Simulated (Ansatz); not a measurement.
Start from CdS in the wurtzite structure (space group P6_3mc, No. 186; a = 4.074 Å, c = 6.637 Å). Axes: x lies along a and z along c of the hexagonal cell.

All numbers come from LDA in Ansatz (plane waves to 420 eV, PAW, scalar-relativistic without spin-orbit coupling).

Strains are applied to the cell and any free atomic positions relax.

One change was made to it. Results:

```tsv
quantity	base	after
electron mass	0.11 mₑ along c, 0.11 mₑ across (at Γ)	0.10 mₑ along z, 0.11 mₑ across (at Γ)
valence-band top at Γ (three highest levels, from the VBM)	0.00, 0.00, -0.06 eV	0.00, 0.00, -0.12 eV
band gap	1.03 eV	0.95 eV
gap character	direct at Γ	direct at Γ
pressure (mean of the normal stresses, compression positive)	0.00 GPa	-1.19 GPa
```

Task: Name the change that was made.
A. uniaxial strain ε_zz = +1.80 %
B. uniaxial strain ε_zz = +3.00 %
C. uniaxial strain ε_zz = +2.40 %
D. uniaxial strain ε_zz = +1.20 %

Result: A, uniaxial strain ε_zz = +1.80 %. For comparison, the valence-band top at Γ in the other runs: uniaxial strain ε_zz = +2.40 % gives 0.00, 0.00, -0.14 eV; uniaxial strain ε_zz = +3.00 % gives 0.00, 0.00, -0.16 eV; uniaxial strain ε_zz = +1.20 % gives 0.00, 0.00, -0.10 eV.

Masses are band curvatures over ±0.01 Å⁻¹ around the edge. No phonon test of stability was made.

Ansatz is a program for electronic structure.
